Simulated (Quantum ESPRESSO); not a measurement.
Convergence study of the k-point mesh for ScAl (P4mm, 2 atoms in the cell)

```xyz
2
Lattice="3.3805 0.0000 0.0000 0.0000 3.3805 0.0000 0.0000 0.0000 3.3805" Properties=species:S:1:pos:R:3 pbc="T T T"
Sc     1.6902     1.6902     1.7402
Al     0.0000     0.0000     0.0000
```

Computed with PBEsol, GBRV 1.5 ultrasoft (PBESOL) pseudopotentials (plane waves; Quantum ESPRESSO 7.5).

Base settings: ecutwfc = 50 Ry; ecutrho = 400 Ry; occupations = smearing; smearing = fd; degauss = 0.0073499 Ry; potentials = {Sc: sc_pbesol_v1.uspp.F.UPF, Al: al_pbesol_v1.uspp.F.UPF}; K_POINTS = automatic 5 5 5 0 0 0; conv_thr = 1e-09 Ry.

The second cell is the first with its lattice scaled by 0.98.

Only quantities that move along the ladder and can be compared are tabulated.

The count of work is k-points × plane waves × bands × iterations; it is no time. 

The starting cell comes from a database of computed structures (which also holds hypothetical and non-ambient phases and stackings), without a prior relaxation at this level. Its lattice was rescaled by up to half a per cent. One atom was moved a little off its site on purpose. Without a gap this mesh is coarse (it stands for a supercell whose shortest vector is 17 Å).

Steps (K_POINTS): automatic 2 2 2 0 0 0; automatic 3 3 3 0 0 0; automatic 4 4 4 0 0 0; automatic 5 5 5 0 0 0; automatic 6 6 6 0 0 0; automatic 7 7 7 0 0 0; automatic 9 9 9 0 0 0; automatic 11 11 11 0 0 0; automatic 14 14 14 0 0 0; automatic 17 17 17 0 0 0; automatic 21 21 21 0 0 0; automatic 23 23 23 0 0 0; automatic 29 29 29 0 0 0.

What is the coarsest K_POINTS that holds the pressure within 0.05 GPa of the last step, with all finer ones?

automatic 6 6 6 0 0 0, at 0.023 of the last step's count of work; the step before is off by 0.15 GPa.

What is the coarsest K_POINTS that holds the energy of the compressed cell less the first within 0.5 meV/atom of the last step, with all finer ones?

automatic 6 6 6 0 0 0, at 0.023 of the last step's count of work; the step before is off by 0.75 meV/atom.

What is the coarsest K_POINTS that holds the forces within 0.02 eV/Å of the last step, with all finer ones?

automatic 3 3 3 0 0 0, at 0.0037 of the last step's count of work; the step before is off by 0.037 eV/Å.

| K_POINTS | free energy less the last step's (meV/atom) | energy of the compressed cell less the first (meV/atom) | pressure (GPa) | largest difference of a force vector from the last step's (eV/Å) | count of work / last |
|---|---|---|---|---|---|
| automatic 2 2 2 0 0 0 | -219.79 | 8.39 | -0.80 | 0.037 | 0.0045 |
| automatic 3 3 3 0 0 0 | -65.44 | -6.05 | -3.04 | 0.004 | 0.0037 |
| automatic 4 4 4 0 0 0 | -13.19 | 2.48 | -1.96 | 0.009 | 0.0090 |
| automatic 5 5 5 0 0 0 | 12.60 | -0.92 | -2.52 | 0.003 | 0.0088 |
| automatic 6 6 6 0 0 0 | 1.68 | 0.11 | -2.37 | 0.000 | 0.023 |
| automatic 7 7 7 0 0 0 | 2.75 | -0.36 | -2.40 | 0.000 | 0.022 |
| automatic 9 9 9 0 0 0 | -0.85 | -0.38 | -2.35 | 0.000 | 0.042 |
| automatic 11 11 11 0 0 0 | -0.01 | 0.00 | -2.32 | 0.000 | 0.070 |
| automatic 14 14 14 0 0 0 | 0.01 | -0.21 | -2.36 | 0.000 | 0.16 |
| automatic 17 17 17 0 0 0 | 0.01 | -0.19 | -2.37 | 0.000 | 0.23 |
| automatic 21 21 21 0 0 0 | 0.00 | -0.17 | -2.36 | 0.000 | 0.40 |
| automatic 23 23 23 0 0 0 | 0.00 | -0.17 | -2.36 | 0.000 | 0.52 |
| automatic 29 29 29 0 0 0 | 0.00 | -0.17 | -2.37 | 0.000 | 1.0 |

The energy difference between the two cells stays within 1 meV/atom of the last step's from automatic 5 5 5 0 0 0 on, the total only from automatic 9 9 9 0 0 0 on: much of the error is common to both cells and cancels.
